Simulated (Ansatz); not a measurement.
Consider Cu2O (space group Pn-3m, No. 224; a = 4.2991 Å).

It is then changed as follows: every lattice vector is shortened by 1.07 %; the atoms relax in the strained cell.

Levels (all Ansatz, an electronic-structure program, PAW, earlier PAW set): PBE (420 eV, spin-orbit coupling left out); r2SCAN (500 eV, no spin-orbit coupling).

The geometry is relaxed with PBE.

| Item | Result |
|---|---|
| PBE lowest conduction level above the VBM at special points | Γ 0.54 eV; M 1.91 eV; X 2.26 eV; R 2.42 eV |
| PBE pressure | 3.87 GPa |
| PBE gap character | direct at Γ |

Task: What does r2SCAN give at this geometry for the lowest conduction level above the VBM at special points, pressure and gap character?

Result: The lowest conduction level above the VBM at special points goes from Γ 0.54 eV; M 1.91 eV; X 2.26 eV; R 2.42 eV to Γ 0.78 eV; M 2.19 eV; X 2.52 eV; R 2.70 eV; the pressure falls by 4.64 GPa, from 3.87 GPa to -0.77 GPa; the gap character stays direct at Γ.

Single points use the geometry relaxed with PBE. Their cutoffs differ, which shifts pressures a little. No phonon test of stability was made. No Hubbard U is applied. The final runs are not spin-polarised.
